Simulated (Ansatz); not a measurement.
## Variants of one calculation on Sr4S3O (Pm-3m, 8 atoms in the cell)

```
CELL_PARAMETERS angstrom
      5.76546     0.00000     0.00000
      0.00000     5.76546     0.00000
      0.00000     0.00000     5.76546
ATOMIC_POSITIONS crystal
  Sr 0.00000 0.00000 0.50000
  Sr 0.50000 0.00000 0.00000
  Sr 0.00000 0.50000 0.00000
  Sr 0.50000 0.50000 0.50000
  S  0.50000 0.50000 0.00000
  S  0.00000 0.50000 0.50000
  S  0.50000 0.00000 0.50000
  O  0.00000 0.00000 0.00000
```

Base run A: Ansatz (a program for electronic structure) with HSE06, default PAW files made with PBE, self-consistent single point.

Its settings: basis.ecutwfc = 420 eV; kpoints.mp_grid.grid = 3 3 3; hamiltonian.xc = hse06; hamiltonian.pseudopotentials = {kind: paw} (the program's default PAW files); scf.occupations.method = gaussian; scf.occupations.width = 0.01 eV.

The starting cell comes from a database of computed structures (which also holds hypothetical and non-ambient phases and stackings), without a prior relaxation at this level. Its lattice was rescaled by a random factor within 2.5 % of one. In the base run, with a pressure of about 4 GPa the cell is away from its equilibrium volume at this level. Ansatz's pressure includes its estimate of the finite-basis (Pulay) stress. A gap is left out here, as mesh or smearing make it unsure.

ΔF is the free energy per atom less that of run A. A dash stands where there is no value to compare (another energy zero or no entropy term, no result, no spin, no clean gap, or a mesh too coarse for one). Total energies depend on the potentials, the functional and any Hubbard or dispersion term, so they are compared only between runs that share all of them.

```tsv
run	change	ΔF (meV/atom)	pressure (GPa)
A	base	0.00	3.57
B	hamiltonian.xc: hse06 → pbesol [PBEsol]	–	1.65
C	hamiltonian.xc: hse06 → pbe0 [PBE0]	–	3.52
D	scf.convergence.dr2_threshold: default (1e-07 eV) → 1e-08 eV	0.00	3.57
E	scf.mixing.algorithm: default (the program chose MSR1) → anderson; scf.mixing.beta: default → 0.3	0.00	3.56
F	scf.mixing.preconditioner: default (the program chose none) → resta; scf.mixing.eps_inf: default → 3	0.00	3.57
G	scf.mixing.algorithm: default (the program chose MSR1) → broyden; scf.mixing.ndim: default → 2	0.00	3.56
H	scf.exx.singularity: default → gygi_baldereschi	–	3.57
```

Run B against A: The pressure goes from 3.57 to 1.65 GPa.

Run G against A: The free energy stays essentially unchanged (within 1 meV/atom) and the pressure hardly changes (3.57 to 3.56 GPa).

Run F against A: The free energy is nearly the same (within 1 meV/atom) and the pressure stays at 3.57 GPa.

Keys are those of Ansatz 0.2.
